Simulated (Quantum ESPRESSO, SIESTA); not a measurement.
A Quantum ESPRESSO input for a self-consistent single point of Ag (P6_3/mmc, 4 atoms in the cell) (DFT, LDA (PZ), plane waves, PSlibrary ultrasoft (LDA) pseudopotentials):

```fortran
&control
  calculation = 'scf'
  prefix = 'Ag'
  outdir = './tmp'
  pseudo_dir = './'
  tprnfor = .true.
  tstress = .true.
/
&system
  ibrav = 0
  nat = 4
  ntyp = 1
  ecutwfc = 50
  ecutrho = 300
  occupations = 'smearing'
  smearing = 'fermi-dirac'
  degauss = 0.0073499
/
&electrons
  conv_thr = 1.0e-11
  mixing_beta = 0.3
/
ATOMIC_SPECIES
Ag   107.8682  Ag.pz-n-rrkjus_psl.1.0.0.UPF
CELL_PARAMETERS bohr
   5.63546938     0.00000000     0.00000000
  -2.81773469     4.88045965     0.00000000
   0.00000000     0.00000000    18.32018613
ATOMIC_POSITIONS crystal
Ag    0.00000000    0.00000000    0.00000000
Ag    0.00000000    0.00000000    0.50000000
Ag    0.33333333    0.66666667    0.25000000
Ag    0.66666667    0.33333333    0.75000000
K_POINTS automatic
13 13 4  0 0 0
```

**Question.** Write the same calculation as an input for SIESTA.

**Answer.** This is the input that was run; spellings and numerical settings could be chosen otherwise.

```
# files in the folder: Ag.psml (PseudoDojo LDA standard)
SystemName  Ag
SystemLabel ag

NumberOfAtoms                4
NumberOfSpecies              1
%block ChemicalSpeciesLabel
  1 47 Ag
%endblock ChemicalSpeciesLabel
LatticeConstant              2.982162 Ang
%block LatticeVectors
     1.000000000    0.000000000    0.000000000
    -0.500000000    0.866025387    0.000000000
     0.000000000    0.000000000    3.250871348
%endblock LatticeVectors
AtomicCoordinatesFormat      Fractional
%block AtomicCoordinatesAndAtomicSpecies
     0.000000000    0.000000000    0.000000000  1
     0.000000000    0.000000000    0.500000000  1
     0.333333000    0.666667000    0.250000000  1
     0.666667000    0.333333000    0.750000000  1
%endblock AtomicCoordinatesAndAtomicSpecies

XC.functional                LDA
XC.authors                   PW92
PAO.BasisSize                DZP
PAO.EnergyShift              0.01 Ry
MeshCutoff                   400 Ry
%block kgrid.MonkhorstPack
   13   0   0  0.0
    0  13   0  0.0
    0   0   4  0.0
%endblock kgrid.MonkhorstPack
OccupationFunction           FD
ElectronicTemperature        1160.45 K

MaxSCFIterations             150
SCF.Mixer.Method             Broyden
SCF.Mixer.Weight             0.2
SCF.Mixer.History            8
SCF.DM.Tolerance             1.0E-04
Diag.ParallelOverK           true
WriteForces                  true
```

Basis settings and potentials, where a program has them, do not carry over. This input uses DFT, LDA PW92, numerical atomic orbitals DZP, PseudoDojo LDA standard norm-conserving potentials (rewritten from UPF to PSML). LDA parametrisations can differ slightly between programs. Both were run: pressure -15.29 GPa in Quantum ESPRESSO and -14.90 in SIESTA.

On Quantum ESPRESSO: the starting cell comes from a database of computed structures (which also holds hypothetical and non-ambient phases and stackings), without a prior relaxation at this level. Its lattice was rescaled by a random factor within 2.5 % of one. With a pressure of about -15 GPa the cell is away from its equilibrium volume at this level.

On SIESTA: the starting cell comes from a database of computed structures (which also holds hypothetical and non-ambient phases and stackings), without a prior relaxation at this level. Its lattice was rescaled by a random factor within 2.5 % of one. Values carry the incompleteness of an atom-centred basis. With a pressure of about -15 GPa the cell is away from its equilibrium volume at this level.
